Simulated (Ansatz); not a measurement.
Consider ZnO in the wurtzite structure (space group P6_3mc, No. 186; a = 3.187 Å, c = 5.153 Å).

Level of theory: plane-wave PAW DFT at the LDA level (Ansatz, a quantum-chemistry and plane-wave program, 420 eV), scalar-relativistic without spin-orbit coupling.

Base values:

The valence-band top at Γ comes out as 0.00, 0.00, -0.11 eV and the width of the top valence band is 1.93 eV. The gap character is direct at Γ and the electron mass is 0.15 mₑ (at Γ).

One thing is altered: a negative pressure, −1 GPa.

Problem. What does the calculation give for the valence-band top at Γ, width of the top valence band, gap character and electron mass after the change?

Solution. The valence-band top at Γ (three highest levels, from the VBM) becomes 0.00, 0.00, -0.10 eV (base: 0.00, 0.00, -0.11 eV); the width of the top valence band stays essentially unchanged (1.93 eV against 1.92 eV); the gap character remains direct at Γ; the electron mass remains 0.15 mₑ (at Γ).

Load acts through the strain it causes; cell and atoms are relaxed under it. Effective masses come from finite differences of ±0.01 Å⁻¹. Whether these cells are dynamically stable was not tested.
